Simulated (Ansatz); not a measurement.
Effect of O vacancy, symmetric start on HfO2

Consider a 12-atom supercell of HfO$_{2}$ in the fluorite structure (space group Fm-3m, No. 225; a = 5.0976 Å) at its relaxed geometry.

Modification: one O atom is removed, atoms relaxed at fixed cell.

Calculations: DFT with PBE, PAW potentials and a 420 eV plane-wave cutoff in Ansatz (a first-principles code), no spin-orbit coupling. Γ-centred 5×5×5 mesh, Fermi–Dirac width 0.01 eV.

| quantity | base | changed | shift |
|---|---|---|---|
| pressure | 0.0 GPa | -2.6 GPa | -2.6 GPa |
| energy gained by relaxation | – | 0.00 eV | – |
| mean distance from the defect site to its nearest host atoms | 2.21 Å | 2.21 Å | 0.00 Å |

Other magnetic orders, which the real material may have, were not ruled out. The cell is small, so the values are those of an ordered compound at a high defect concentration; dilute-limit values will differ. The defect started on the symmetric site and kept its symmetry, so it may sit on a saddle. Starting moments died away, wholly or in part, for O vacancy; another magnetic solution may exist. The defect cell is spin-polarised and ends with 0.0 μB. This is not the structure that HfO2 has at room temperature and ambient pressure.
